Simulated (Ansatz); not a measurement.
# rock-salt HfN (0 0 1) on zinc-blende InAs (0 0 1) (film strained to the substrate, started from cuts of the bulks and a machine-learned relaxation; slabs As5In6 and Hf8N8, which can lie off the formulas)

A periodic stack without vacuum, rock-salt HfN (0 0 1) on zinc-blende InAs (0 0 1) (film strained to the substrate, started from cuts of the bulks and a machine-learned relaxation; slabs As5In6 and Hf8N8, which can lie off the formulas): substrate slab As5In6, film Hf8N8, surface cells [[1, 0], [1, 1]] and [[0, -1], [2, 1]], film strained by -3.8 and -3.8 %, outermost planes In/In and HfN/HfN as cut, which need not be the usual terminations and can put a slab off its formula.

The start was prepared with a machine-learned potential, and the result is one local minimum, with the in-plane cell held and forces under 0.04 eV/Å; the film can end far from its bulk form.

The numbers are results of PBE (plane waves to 420 eV, PAW; Ansatz, a program for electronic structure), not measurements. No spin–orbit coupling; the runs are not spin-polarised; PBE gaps are too small against experiment. Its k-point mesh 7×7×1, Fermi–Dirac width 0.05 eV.

The interface area is 19.1 Å². The period comes out as 28.77 Å and the heights between the nearest atoms of the two slabs at the two interfaces is 3.04 and 3.03 Å. The Hf–In contacts across the interfaces within 1.22 times the sum of covalent radii is 2, mean 3.04 Å.

```
CELL_PARAMETERS angstrom
      4.37394     0.00001     0.00165
      0.00000     4.37373    -0.04383
     -0.35338     1.90039    28.75707
ATOMIC_POSITIONS crystal
  As 0.00894 0.51471 0.11064
  As 0.02689 0.44016 0.32652
  As 0.51819 0.98052 0.21898
  As 0.04542 0.36228 0.54237
  As 0.53495 0.90254 0.43408
  In 0.01400 0.99339 0.16540
  In 0.50439 0.60017 0.05552
  In 0.03070 0.92038 0.38029
  In 0.52273 0.46086 0.27276
  In 0.01279 0.84170 0.59808
  In 0.54144 0.38287 0.48768
  Hf 0.98475 0.27621 0.78790
  Hf 0.48453 0.77699 0.78575
  Hf 0.47848 0.30432 0.70826
  Hf 0.97854 0.80598 0.70359
  Hf 0.99740 0.21960 0.94514
  Hf 0.49771 0.71712 0.95029
  Hf 0.49108 0.24812 0.86571
  Hf 0.99124 0.74723 0.86762
  N  0.48449 0.27751 0.78438
  N  0.98449 0.77723 0.78468
  N  0.97839 0.30441 0.70771
  N  0.47921 0.80542 0.70521
  N  0.49742 0.21794 0.94546
  N  0.99752 0.71859 0.94837
  N  0.99136 0.24685 0.86890
  N  0.49131 0.74667 0.86915
```
